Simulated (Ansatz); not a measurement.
Density of states of Li11TiAs5 (Cm, 17 atoms in the cell).

```xyz
17
Lattice="7.1120 -2.1242 0.0000 7.1120 2.1242 0.0000 -4.9496 0.0000 9.3753" Properties=species:S:1:pos:R:3 pbc="T T T"
Li     6.8346     0.0000     8.6525
Li     1.4675     0.0000     7.9495
Li     3.8550     0.0000     3.2676
Li     5.1539     0.0000     0.9113
Li    -1.1205     0.0000     2.4009
Li    10.2773     0.0000     6.9391
Li     5.1254     0.0000     6.0065
Li     7.9358     0.0000     1.5850
Li     4.0768     0.0000     8.6142
Li     2.5118     0.0000     0.7299
Li     9.2983     0.0000     4.0781
Ti     0.1278     0.0000     5.2361
As     0.0546     0.0000     0.0281
As     6.6265     0.0000     3.9310
As    -1.1620     0.0000     7.3581
As    10.6025     0.0000     1.7189
As     2.5305     0.0000     5.5955
```

Method: LDA (PW92), default PAW files made with PBE (plane waves; Ansatz, a quantum-chemistry and plane-wave program).

SCF settings: basis.ecutwfc = 30.9 Ry; kpoints.mp_grid.grid = 5 5 3; hamiltonian.xc = lda; hamiltonian.pseudopotentials = {kind: paw} (the program's default PAW files); scf.occupations.method = cold; scf.occupations.width = 0.02 Ry. Keys of the DOS step: output.dos.nscf_kmesh.grid = 8 8 5; output.dos.method = {smearing: {sigma: 0.1}} eV.

The starting cell comes from a database of computed structures (which also holds hypothetical and non-ambient phases and stackings), without a prior relaxation at this level. Spin polarisation is off, so a magnetic state, if there is one, cannot be reached.

Total DOS (both spins), as means of the tabulated values in each energy bin; the zero is the program's Fermi level or highest filled level, and the curve is cut to this window:

(E (eV), states/eV/cell): (-7.75, 0.00); (-7.25, 0.00); (-6.75, 0.00); (-6.25, 0.00); (-5.75, 0.00); (-5.25, 0.00); (-4.75, 0.00); (-4.25, 0.00); (-3.75, 0.69); (-3.25, 6.31); (-2.75, 10.4); (-2.25, 8.98); (-1.75, 11.1); (-1.25, 11.0); (-0.75, 7.70); (-0.25, 3.65); (0.25, 0.54); (0.75, 5.47)

Keys are those of Ansatz 0.2.
